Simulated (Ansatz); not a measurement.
**PbClF (P4/nmm, No. 129)**

Method: PBEsol (plane waves, PAW; Ansatz, a first-principles code).

Run with plane-wave cutoff 500 eV, 10×10×6 k mesh (along the axes of the cell as run), Fermi–Dirac smearing 0.05 eV, scalar-relativistic PAW data made under PBE.

Cell (relaxed at this level):

PbClF has the tetragonal space group P4/nmm, origin choice 1 (No. 129), Pearson symbol tP6. Cell: a = b = 4.0672 Å, c = 7.1987 Å, α = β = γ = 90.00°. Pb on 2c sees 4 F at 2.523 Å and 5 Cl at 3.061–3.166 Å. Cl on 2c sees 5 Pb at 3.061–3.166 Å. F on 2a has 4 Pb at 2.523 Å (tetrahedral). (Neighbours: up to the widest gap in distance over summed covalent radii, below 1.35, at either atom; cation-cation and far metal-metal contacts left out.)

```json
{
  "band_gap": "3.34 eV (on the SCF k mesh)"
}
```

Measured, for comparison: band gap 5.2 eV (temperature not stated, no zero-point or thermal correction, reflection spectrum measurement; as tabulated in Yedukondalu et al. (2022), arXiv:2209.01157).

Spin–orbit coupling is not included; with these elements it can move the gap by several tenths of an eV or more.

Computed values are for the static lattice.

It cost roughly 100 core-seconds of CPU time.
